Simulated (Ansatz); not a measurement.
Amorphous cells of 8 compositions: the gap between the highest filled and lowest empty level at the zone centre, by PBE and by a single point of r2SCAN on the same geometry (PBE, scalar-relativistic without spin-orbit coupling (plane waves to 420 eV, PAW; Ansatz, a quantum-chemistry and plane-wave program); r2SCAN at 500 eV). The networks come from melt-quench runs on the CHGNet potential at compositions and starting densities chosen by hand, with anions pushed apart in the CHGNet dynamics, and DFT then relaxed them. The cells are small and were quenched far faster than real films, so single cells scatter. Defect or tail levels can set these gaps. The rows are the first to finish with both values and no moments.

```json
[
 {"cell": "A (Si24O51Sb2, 2.45 g/cm3)", "PBE gap x (eV)": "1.17", "r2SCAN gap y (eV)": "1.52"},
 {"cell": "B (Si24O49Na2, 2.21 g/cm3)", "PBE gap x (eV)": "2.98", "r2SCAN gap y (eV)": "3.55"},
 {"cell": "C (Si24O51Sc2, 2.28 g/cm3)", "PBE gap x (eV)": "3.12", "r2SCAN gap y (eV)": "withheld"},
 {"cell": "D (Si24O51Al2, 2.24 g/cm3)", "PBE gap x (eV)": "3.59", "r2SCAN gap y (eV)": "4.23"},
 {"cell": "E (Si24O53Nb2, 2.40 g/cm3)", "PBE gap x (eV)": "3.69", "r2SCAN gap y (eV)": "4.11"},
 {"cell": "F (Si24O51Lu2, 2.64 g/cm3)", "PBE gap x (eV)": "4.09", "r2SCAN gap y (eV)": "4.69"},
 {"cell": "G (Si24O51La2, 2.51 g/cm3)", "PBE gap x (eV)": "4.60", "r2SCAN gap y (eV)": "5.22"},
 {"cell": "H (Si24O53P2, 2.21 g/cm3)", "PBE gap x (eV)": "4.87", "r2SCAN gap y (eV)": "5.54"}
]
```

Question: Fit a straight line through the 7 full rows and predict the withheld value for C (Si24O51Sc2, 2.28 g/cm3).

Answer: Means: x = 3.570, y = 4.123. Slope = Σ(Δx Δy) / Σ(Δx²) = 9.853 / 9.144 = 1.08; the r.m.s. residual is 0.068. Prediction: 4.123 + 1.08 × (3.12 − 3.570) = 3.64. The run gave 3.58, 0.06 below the line.
